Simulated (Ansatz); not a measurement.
This Ansatz (an electronic-structure program) input is the reference run, CaO in the zinc blende structure (space group F-43m, No. 216; a hypothetical phase, not in the database extracts checked), computed with DFT with r2SCAN, PAW potentials and a 500 eV plane-wave cutoff in Ansatz, no spin-orbit coupling:

Ansatz 0.2 input:
```yaml
crystal:
  lattice:
    - [0, 2.6064016252, 2.6064016252]
    - [2.6064016252, 0, 2.6064016252]
    - [2.6064016252, 2.6064016252, 0]
  atoms:
    - { symbol: O, position: [0.75, 0.75, 0.75] }
    - { symbol: Ca, position: [0, 0, 0] }
basis: { ecutwfc: 500, ecutrho_ratio: 4, xc_grid: 4, fft_grid_basis: typed }
kpoints: { mp_grid: { grid: [11, 11, 11] } }
hamiltonian:
  xc: r2scan
  dispersion: none
  pseudopotentials: { kind: paw }
scf: { occupations: { method: fermi_dirac, width: 0.05 }, convergence: { dr2_threshold: 0.0000000002 } }
output: { forces: true, stress: true }
```

**Question.** Write the input for this change: the cell is scaled by 1.0351 in all directions; the atoms relax in the strained cell.

**Answer.** 
Ansatz 0.2 input:
```yaml
crystal:
  lattice:
    - [0, 2.6978863222, 2.6978863222]
    - [2.6978863222, 0, 2.6978863222]
    - [2.6978863222, 2.6978863222, 0]
  atoms:
    - { symbol: O, position: [0.75, 0.75, 0.75] }
    - { symbol: Ca, position: [0, 0, 0] }
basis: { ecutwfc: 500, ecutrho_ratio: 4, xc_grid: 4, fft_grid_basis: typed }
kpoints: { mp_grid: { grid: [11, 11, 11] } }
hamiltonian:
  xc: r2scan
  dispersion: none
  pseudopotentials: { kind: paw }
scf: { occupations: { method: fermi_dirac, width: 0.05 }, convergence: { dr2_threshold: 0.0000000002 } }
relax: { f_tol: 0.005, max_steps: 50 }
output: { forces: true, stress: true }
checkpoint: { write: state.ck, write_every: 1000 }
```
This is the input that was run.

No phonon test of stability was made.
